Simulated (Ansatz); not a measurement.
SiO₂ (Cmc2₁, No. 36, 36 atoms in the cell; start mp-16964; a measured phase of this formula has another space group) was calculated with r²SCAN+rVV10 in Ansatz (PAW).

Run with plane-wave cutoff 560 eV, 4×4×6 k mesh (along the axes of the cell as run), Fermi–Dirac smearing 0.01 eV, scalar-relativistic PAW data made under PBE.

Cell (relaxed at this level):

```xyz
36
Lattice="6.9147 -8.6682 0.0000 6.9147 8.6682 0.0000 0.0000 0.0000 4.9709" Properties=species:S:1:pos:R:3 pbc="T T T"
Si     9.7539     5.0051     2.4327
Si     4.0755    -5.0051    -0.0528
Si     4.0755     5.0051     2.4327
Si     9.7539    -5.0051    -0.0528
Si     9.7761     0.8346     0.4512
Si     4.0534    -0.8346     2.9367
Si     4.0534     0.8346     0.4512
Si     9.7761    -0.8346     2.9367
Si     6.9147     3.8784     3.0935
Si     6.9147    -3.8784     0.6080
Si     6.9147     2.0871     0.6020
Si     6.9147    -2.0871     3.0875
O      3.1431    -2.0898     2.5236
O     10.6864     2.0898     0.0382
O     10.6864    -2.0898     2.5236
O      3.1431     2.0898     0.0382
O      8.2119     1.1925     0.2919
O      5.6175    -1.1925     2.7774
O      5.6175     1.1925     0.2919
O      8.2119    -1.1925     2.7774
O      6.9147     3.4010     4.6342
O      6.9147    -3.4010     2.1487
O      8.2145     4.7784     2.8222
O      5.6149    -4.7784     0.3367
O      5.6149     4.7784     2.8222
O      8.2145    -4.7784     0.3367
O      6.9147    -2.5624     4.6330
O      6.9147     2.5624     2.1475
O     10.0017    -4.4869     3.4104
O      3.8277     4.4869     0.9250
O      3.8277    -4.4869     3.4104
O     10.0017     4.4869     0.9250
O     10.1054    -0.4195     4.4596
O      3.7241     0.4195     1.9741
O      3.7241    -0.4195     4.4596
O     10.1054     0.4195     1.9741
```

**Question.** Give the computed band gap.

**Answer.** 
- band gap: 6.44 eV (on the SCF k mesh)

Note: the relaxation could not lower the start's symmetry, so the cell can be a saddle point above a distorted one.

A start named mp-… is a Materials Project structure, which need not be a measured phase.

Ansatz is an electronic-structure program.
